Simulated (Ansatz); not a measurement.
The reference is PbS (space group P6_3/mmc, No. 194; a = 4.9511 Å, c = 5.9161 Å; a hypothetical phase, not in the database extracts checked). Axes: x lies along a and z along c of the hexagonal cell.

The change: uniaxial stress, 8 GPa compression along x, with the cell and atoms free to relax against it.

Levels (all Ansatz, a quantum-chemistry and plane-wave program, PAW): PBEsol (420 eV, no spin-orbit coupling); r2SCAN (500 eV, spin-orbit coupling left out); HSE06 (420 eV, spin-orbit coupling left out).

One geometry, relaxed with PBEsol, under each level:

```csv
level,band gap,lowest conduction level above the VBM at special points,electron mass,pressure
PBEsol,0.29 eV,C₀ 1.16 eV; Σ₀ 1.16 eV; A₀ 1.44 eV; E₀ 1.44 eV,"0.24 mₑ along x, 0.29 mₑ along y, 1.7 mₑ along z (off the special points)",2.67 GPa
r2SCAN,0.57 eV,C₀ 1.46 eV; Σ₀ 1.46 eV; A₀ 1.76 eV; E₀ 1.76 eV,"0.24 mₑ along x, 0.29 mₑ along y, 1.7 mₑ along z (off the special points)",4.36 GPa
HSE06,…,…,–,–
```

Question: Give the withheld HSE06 results.

Answer: 
- HSE06, band gap: 0.91 eV
- HSE06, lowest conduction level above the VBM at special points: C₀ 1.81 eV; Σ₀ 1.81 eV; A₀ 2.11 eV; Γ 4.91 eV

Single points use the geometry relaxed with PBEsol. Their cutoffs differ, which shifts pressures a little. The hybrid gap comes from the SCF mesh plus the semilocal run's edge points and a few special points and is an upper bound. With Pb present, leaving out spin-orbit coupling can change the band edges. Load acts through the strain it causes; cell and atoms are relaxed under it. Masses are band curvatures over ±0.01 Å⁻¹ around the edge. Beyond what the load breaks, stability against distortions was not tested. The base started in P6_3mc and relaxed to P6_3/mmc at this level. Under uniaxial stress, 8 GPa compression along x the cell changed shape so far that it is another structure. A zero or small gap of PbS under uniaxial stress, 8 GPa compression along x can be the functional's error rather than a property of the material. k-point labels follow each cell's own Brillouin zone.
